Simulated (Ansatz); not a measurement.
Effect of isotropic strain −1.00 % on Zr

The parent structure is Zr in the hcp (Mg type) structure (space group P6_3/mmc, No. 194; a = 3.1438 Å, c = 5.0928 Å; relaxed with 0.1 eV smearing).

Perturbation: an isotropic linear strain of −1.00 %; the atoms relax in the strained cell.

The values are results of LDA, PAW, 420 eV (Ansatz, a program for electronic structure; no spin-orbit coupling), not measurements. k-mesh 21×21×12 (Γ-centred); smearing 0.1 eV (Fermi–Dirac).

The volume per atom falls by 0.65 Å³ (21.80 Å³ → 21.15 Å³) and the space group remains P6_3/mmc (No. 194). The shortest interatomic distance drops by 0.031 Å (3.127 Å → 3.096 Å) and the energy increases by 6.5 meV/atom. The pressure (mean of the normal stresses, compression positive) goes from zero to 3.3 GPa and the band gap is still zero.

Final structure:

```
Zr
1.0
    3.11234     0.00000     0.00000
   -1.55617     2.69536     0.00000
    0.00000     0.00000     5.04191
Zr
2
Direct
  0.66667   0.33333   0.75000
  0.33333   0.66667   0.25000
```

Stability against distortions was not tested. The final runs are not spin-polarised.
